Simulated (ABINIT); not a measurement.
Input and output of a band-structure calculation for Nb2AsC (P6_3/mmc, 8 atoms in the cell) (ABINIT).

Level of theory: LDA (PW92), PAW (JTH v2.0 LDA PAW) (plane waves; ABINIT).

Input as run:

```
# Nb2AsC, JTH v2.0 LDA PAW
pp_dirpath "./"
pseudos "Nb.LDA_PW-JTH.xml, As.LDA_PW-JTH.xml, C.LDA_PW-JTH.xml"
acell 6.2839930870 6.2839930870 22.3339285149
rprim
         1.0000000000    0.0000000045    0.0000000000
        -0.5000000039    0.8660254015    0.0000000000
         0.0000000000    0.0000000000    1.0000000000
natom 8
ntypat 3
znucl 41 33 6
typat 1 1 1 1 2 2 3 3
xred
         0.3333333333    0.6666666667    0.4053300000
         0.6666666667    0.3333333333    0.5946700000
         0.6666666667    0.3333333333    0.9053300000
         0.3333333333    0.6666666667    0.0946700000
         0.6666666667    0.3333333333    0.2500000000
         0.3333333333    0.6666666667    0.7500000000
         0.0000000000    0.0000000000    0.5000000000
         0.0000000000    0.0000000000    0.0000000000
ecut 571 eV
pawecutdg 1143 eV
pawxcdev 0
ixc 7
occopt 3
tsmear 0.00367493
nband 57
kptopt 1
ngkpt 8 8 2
nshiftk 1
shiftk 0 0 0
nstep 60
toldfe1 1.0e-09
ndtset 2
prtden1 1
getden2 1
iscf2 -2
kptopt2 -7
ndivsm2 4
kptbounds2
       0.00000000  0.00000000  0.00000000  # G
       0.50000000  0.00000000  0.00000000  # M
       0.33333333  0.33333333  0.00000000  # K
       0.00000000  0.00000000  0.00000000  # G
       0.00000000  0.00000000  0.50000000  # A
       0.50000000  0.00000000  0.50000000  # L
       0.33333333  0.33333333  0.50000000  # H
       0.00000000  0.00000000  0.50000000  # A
nband2 61
nbdbuf2 2
tolwfr2 1.0e-12
prtwf 0
enunit 2
```

Output (repeated stretches shortened):

```
--- !BeginCycle
solver: {iscf: 17, nstep: 60, nline: 4, wfoptalg: 10, }
tolerances: {toldfe: 1.00E-09, }
...

     iter   Etot(hartree)      deltaE(h)  residm     nres2
 ETOT  1  -467.46900416688    -4.675E+02 4.282E+00 8.332E+01
 ETOT  2  -470.94549184431    -3.476E+00 3.314E-02 2.588E+01
 ETOT  3  -470.91398118312     3.151E-02 1.853E-02 3.877E+00
 ETOT  4  -470.91176381225     2.217E-03 3.849E-03 5.203E-01
 ETOT  5  -470.91057659380     1.187E-03 3.091E-03 8.541E-03
   [... 3 lines left out ...]
 ETOT  9  -470.91059911311    -6.150E-09 6.251E-04 9.832E-07
 ETOT 10  -470.91059911159     1.519E-09 4.841E-04 1.052E-08
 ETOT 11  -470.91059911167    -7.128E-11 5.028E-04 4.965E-09
 ETOT 12  -470.91059911166     1.876E-12 3.006E-04 3.469E-10
 At SCF step   12, etot is converged :
  for the second time, diff in etot=  1.876E-12 < toldfe=  1.000E-09

 Cartesian components of stress tensor (hartree/bohr^3)
  sigma(1 1)=  2.30371376E-04  sigma(3 2)=  0.00000000E+00
  sigma(2 2)=  2.30371377E-04  sigma(3 1)=  0.00000000E+00
  sigma(3 3)=  1.58302997E-04  sigma(2 1)=  5.98341911E-14

   [... lines left out ...]
 Fermi (or HOMO) energy (hartree) =   0.48655   Average Vxc (hartree)=  -0.45752
 Fermi (or HOMO) energy (eV) =  13.23960   Average Vxc (eV)= -12.44982
total_energy        : -4.70910592994131E+02
-Cartesian components of stress tensor (GPa)         [Pressure= -6.0710E+00 GPa]
 Unit cell volume ucvol=  7.6377801E+02 bohr^3
   [... lines left out ...]
   [... 16 lines left out ...]
 Non-SCF case, kpt   64 (  0.46875  0.00000  0.50000), residuals and eigenvalues=
  6.82E-13  3.64E-13  7.55E-13  4.65E-13  4.29E-13  4.68E-13  8.99E-13  5.87E-13
  3.66E-13  5.61E-13  4.54E-13  5.21E-13  6.14E-13  2.14E-13  2.56E-13  3.06E-13
  4.16E-13  3.97E-13  2.39E-13  8.33E-13  2.59E-13  9.64E-13  9.47E-13  4.16E-13
   [... 16 lines left out ...]
 Non-SCF case, kpt   65 (  0.50000  0.00000  0.50000), residuals and eigenvalues=
  2.54E-13  5.93E-13  9.01E-13  8.62E-13  6.42E-13  1.14E-13  7.38E-13  8.19E-13
  2.39E-13  5.27E-13  2.93E-13  9.68E-13  4.13E-13  5.55E-13  7.17E-13  9.91E-13
  5.99E-13  3.97E-13  3.54E-1
[... 71964 characters left out ...]
.68352   -0.68306   -0.68229   -0.67178   -0.67113   -0.66841   -0.66787

 Eigenvalues (   eV  ) for nkpt=  93  k points:

 Calculation completed.
```

The run ended unconverged in one of its stages. 

The starting cell comes from a database of computed structures (which also holds hypothetical and non-ambient phases and stackings), without a prior relaxation at this level. Its lattice was rescaled by a random factor within 2.5 % of one.
